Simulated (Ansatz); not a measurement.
# Several settings converged on FeAl (P4mm, 2 atoms in the cell)

```xyz
2
Lattice="2.9187 0.0000 0.0000 0.0000 2.9187 0.0000 0.0000 0.0000 2.9187" Properties=species:S:1:pos:R:3 pbc="T T T"
Al     1.4594     1.4594     1.5094
Fe     0.0000     0.0000     0.0000
```

Base method: LDA (PW92), default PAW files made with PBE (plane waves; Ansatz, an electronic-structure program).

Base settings: basis.ecutwfc = 420 eV; kpoints.mp_grid.grid = 11 11 11; hamiltonian.xc = lda; hamiltonian.pseudopotentials = {kind: paw} (the program's default PAW files); scf.occupations.method = fermi_dirac; scf.occupations.width = 0.1 eV.

The count of work is k-points × plane waves × bands × iterations; it is no time. 

**The width of Fermi-Dirac smearing**

In this ladder: kpoints.mp_grid.grid = 18 18 18.

Narrow widths need finer meshes than wide ones, so the last steps can hold mesh noise.

Only quantities that move along the ladder and can be compared are tabulated; pressure and forces are left out, as mesh noise rules them at narrow widths.

```csv
scf.occupations.width,free energy less the last step's (meV/atom),energy extrapolated to zero width less the last step's (meV/atom)
1 eV,-1520.00,-227.06
0.5 eV,-439.12,-54.17
0.3 eV,-163.25,-20.87
0.2 eV,-66.40,-7.90
0.1 eV,0.00,0.00
```

Widest scf.occupations.width that holds the energy extrapolated to zero width within 2 meV/atom: not settled: the last two steps still differ by 7.9 meV/atom, over half the tolerance, so the ladder does not show it.

Widest scf.occupations.width that holds the free energy within 5 meV/atom: not settled: the last two steps still differ by 66 meV/atom, over half the tolerance, so the ladder does not show it.

The extrapolation to zero width removes most of the smearing's effect on the energy.

**The width of Methfessel-Paxton smearing**

In this ladder: kpoints.mp_grid.grid = 18 18 18; scf.occupations.method = methfessel_paxton.

Narrow widths need finer meshes than wide ones, so the last steps can hold mesh noise.

Only quantities that move along the ladder and can be compared are tabulated; pressure and forces are left out, as mesh noise rules them at narrow widths.

```tsv
scf.occupations.width	free energy less the last step's (meV/atom)
1 eV	-13.08
0.5 eV	-0.99
0.3 eV	0.26
0.2 eV	0.01
0.1 eV	0.00
0.05 eV	0.00
```

Widest scf.occupations.width that holds the free energy within 0.5 meV/atom of the last step, with all finer ones: 0.3 eV; the step before is off by 0.99 meV/atom.

**The mesh under tetrahedron occupations**

In this ladder: scf.occupations.method = tetrahedron; scf.occupations.width = default.

Only quantities that move along the ladder and can be compared are tabulated.

| kpoints.mp_grid.grid | free energy less the last step's (meV/atom) | pressure (GPa) | count of work / last |
|---|---|---|---|
| 5 5 5 | 13.78 | -17.72 | 0.012 |
| 6 6 6 | -9.85 | -18.37 | 0.024 |
| 7 7 7 | 1.01 | -18.20 | 0.027 |
| 9 9 9 | -1.63 | -18.31 | 0.051 |
| 11 11 11 | 1.06 | -18.28 | 0.086 |
| 14 14 14 | 0.22 | -18.30 | 0.20 |
| 17 17 17 | -0.02 | -18.30 | 0.28 |
| 21 21 21 | 0.06 | -18.30 | 0.49 |
| 26 26 26 | 0.00 | -18.30 | 1.0 |

Coarsest kpoints.mp_grid.grid that holds the free energy within 5 meV/atom of the last step, with all finer ones: 7 7 7, at 0.027 of the last step's count of work; the step before is off by 9.8 meV/atom.

Coarsest kpoints.mp_grid.grid that holds the pressure within 0.2 GPa of the last step, with all finer ones: 6 6 6, at 0.024 of the last step's count of work; the step before is off by 0.58 GPa.

On the base run: the starting cell has typed, rounded lattice constants, without a prior relaxation at this level. Its lattice was rescaled by up to half a per cent. One atom was moved a little off its site on purpose. Spin polarisation is off. In the base run, with a pressure of about -18 GPa the cell is away from its equilibrium volume at this level. Ansatz's pressure includes its estimate of the finite-basis (Pulay) stress.

Left out of this page: 4 runs of the series outside the window shown, repeating another row's setting, or not comparable.

Keys are those of Ansatz 0.2.
